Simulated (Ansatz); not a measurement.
Base system: Al₁₂W (space group Im-3, No. 204; a = 7.5381 Å).

Method: PBEsol in Ansatz (plane waves to 420 eV, PAW, spin-orbit coupling left out).

For the base:

The volume per atom comes out as 16.47 Å³ and the band gap is zero.

Now apply this change: a hydrostatic pressure of 10 GPa.

Problem. What happens to the volume per atom?

Solution. The volume per atom falls by 1.34 Å³ (16.47 Å³ → 15.13 Å³).

Problem. How does this affect the band gap?

Solution. The band gap stays zero.

Load acts through the strain it causes; cell and atoms are relaxed under it. Whether these cells are dynamically stable was not tested. Competing high-pressure phases were not computed. The final runs are not spin-polarised.

Ansatz is an electronic-structure program.
